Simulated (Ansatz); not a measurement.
SnO₂ (P4_2/mnm) under uniaxial stress along c (compression positive): hole mass along x by r2SCAN, rigid bands (plane waves, PAW, scalar-relativistic; Ansatz, a quantum-chemistry and plane-wave program). The unloaded cell, whose axes the loads refer to:

SnO2 is taken in the tetragonal space group P4₂/mnm (No. 136), the rutile structure, Pearson symbol tP6. Conventional cell: a = b = 4.7691 Å, c = 3.2120 Å, α = β = γ = 90.00°. Sn on 2a is surrounded by 6 O at 2.066–2.070 Å (octahedral). O on 4f sees 3 Sn at 2.066–2.070 Å (trigonal planar). (Neighbours: up to the widest gap in distance over summed covalent radii, below 1.35, at either atom; cation-cation and far metal-metal contacts left out.)

| uniaxial stress along c (compression positive) (GPa) | volume per atom (Å³) | hole mass along x (mₑ) |
|---|---|---|
| -8 | 12.27 | 1.53 |
| -4 | 12.22 | ? |
| -2 | 12.20 | 1.48 |
| 0 | 12.18 | 1.47 |
| 2 | 12.15 | 1.45 |
| 4 | 12.13 | 1.44 |
| 8 | 12.09 | 1.41 |

**Question.** Fit a straight line to ln(hole mass along x) against the load over the rows given, and predict the row at -4 GPa.

**Answer.** The means are x̄ = 0.667 GPa and ȳ = 0.3804; Σ(x − x̄)(y − ȳ) = -0.7574 and Σ(x − x̄)² = 149.3, so the slope is -0.507 % per GPa, and the rows given lie within 0.21 % of the line. At -4 GPa the line gives 1.50 mₑ; the calculation gives 1.50 mₑ, 0.14 % from it.

Masses are for dilute carriers at 300 K, harmonic means over directions unless an axis is named. Spin-orbit coupling is left out. Stresses and pressures are the targets of the relaxation. The structure type is held at every load. Geometry: cell and atoms relaxed with PBEsol.
